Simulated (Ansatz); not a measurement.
The starting structures come from a database of crystals and need not be the phases stable at ambient conditions.

 Where the default PAW files enter, the runs use the earlier of Ansatz's two default sets.

The decay constant κ of evanescent states in the gap governs leakage through a thin film.

Consider the following.

```yaml
crystal:
  lattice:
    - [3.81958, 0.00000, 0.00000]
    - [0.00000, 6.27943, 0.00000]
    - [1.90979, 0.00000, 3.30785]
  atoms:
    - { symbol: Mg, position: [0.00000, 0.00000, 0.00000] }
    - { symbol: Br, position: [0.33333, 0.75931, 0.33333] }
    - { symbol: Br, position: [0.66667, 0.24069, 0.66667] }
```

Space group of this cell: P-3m1, CdI2 type. The cell was relaxed by PBE-D3(BJ); by r2SCAN its mean pressure is 0.6 GPa.

Transport runs along the normal of the first two printed cell vectors, the (100) plane of the conventional cell.

The gap is the functional's own, uncorrected, and κ follows it; spin-orbit coupling is left out. Mid-gap values are interpolated between the computed energies.

Task: Compute, with r2SCAN (Ansatz, a quantum-chemistry and plane-wave program), the band gap and the smallest decay constant κ at mid-gap.

Result: Gap 5.22 eV on a 10×6×10 mesh; κ = 0.308 1/Å, at the zone centre.
